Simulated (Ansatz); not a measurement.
Zn₃InGaO₆ (R3m, No. 160, 11 atoms in the cell; start mp-1215740) was calculated with PBE0 in Ansatz (plane waves, PAW).

Settings: plane-wave cutoff 460 eV, 8×8×8 k mesh, Fermi–Dirac smearing 0.01 eV, scalar-relativistic PAW data made under PBE.

Cell (relaxed with PBEsol):

```yaml
crystal:
  lattice:
    - [1.64466, 0.94954, 13.79028]
    - [-1.64466, 0.94954, 13.79028]
    - [0.00000, -1.89909, 13.79028]
  atoms:
    - { symbol: Zn, position: [0.26109, 0.26109, 0.26109] }
    - { symbol: Zn, position: [0.74134, 0.74134, 0.74134] }
    - { symbol: Zn, position: [0.86572, 0.86572, 0.86572] }
    - { symbol: In, position: [0.00121, 0.00121, 0.00121] }
    - { symbol: Ga, position: [0.13689, 0.13689, 0.13689] }
    - { symbol: O, position: [0.91333, 0.91333, 0.91333] }
    - { symbol: O, position: [0.08935, 0.08935, 0.08935] }
    - { symbol: O, position: [0.18467, 0.18467, 0.18467] }
    - { symbol: O, position: [0.80378, 0.80378, 0.80378] }
    - { symbol: O, position: [0.69421, 0.69421, 0.69421] }
    - { symbol: O, position: [0.30844, 0.30844, 0.30844] }
```

Task: Predict the band gap.

Result: 
- band gap: 3.47 eV (on the SCF k mesh)

Note: cell and atoms aren't relaxed at this level (largest force component 0.25 eV/Å, pressure 0.3 GPa).

Spin–orbit coupling is not included.

Computed values are for the static lattice.

A start named mp-… is a Materials Project structure, which need not be a measured phase.

Ansatz is a first-principles code.
